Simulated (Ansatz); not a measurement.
We consider SrZrO3 (Cmcm, No. 63, 20 atoms in the cell; start mp-3626; a measured phase of this formula has another space group), described by LDA in Ansatz (plane waves, PAW).

Numerical settings: plane-wave cutoff 520 eV, 6×6×4 k mesh (along the axes of the cell as run), Fermi–Dirac smearing 0.01 eV, scalar-relativistic PAW data made under PBE.

Cell (relaxed with PBEsol):

```
SrZrO3
1.0
    4.06491    -4.11329     0.00000
    4.06491     4.11329     0.00000
    0.00000     0.00000     8.19575
Sr Zr O
4 4 12
Direct
  0.98784   0.01216   0.75000
  0.01216   0.98784   0.25000
  0.49427   0.50573   0.75000
  0.50573   0.49427   0.25000
  0.50000   0.00000   0.00000
  0.50000   0.00000   0.50000
  0.00000   0.50000   0.00000
  0.00000   0.50000   0.50000
  0.95599   0.44654   0.75000
  0.04401   0.55346   0.25000
  0.44654   0.95599   0.25000
  0.55346   0.04401   0.75000
  0.21082   0.78918   0.54635
  0.78918   0.21082   0.45365
  0.78918   0.21082   0.04635
  0.21082   0.78918   0.95365
  0.29279   0.29279   0.00000
  0.70721   0.70721   0.00000
  0.70721   0.70721   0.50000
  0.29279   0.29279   0.50000
```

Problem. Predict the band gap and smallest direct gap on the k points sampled.

Solution. 
- band gap = 3.52 eV
- smallest direct gap on the k points sampled = 3.54 eV

Note: cell and atoms aren't relaxed at this level (pressure -4.3 GPa).

Spin–orbit coupling is not included.

Computed values are for the static lattice.

A start named mp-… is a Materials Project structure, which need not be a measured phase.

Ansatz is a program for electronic structure.
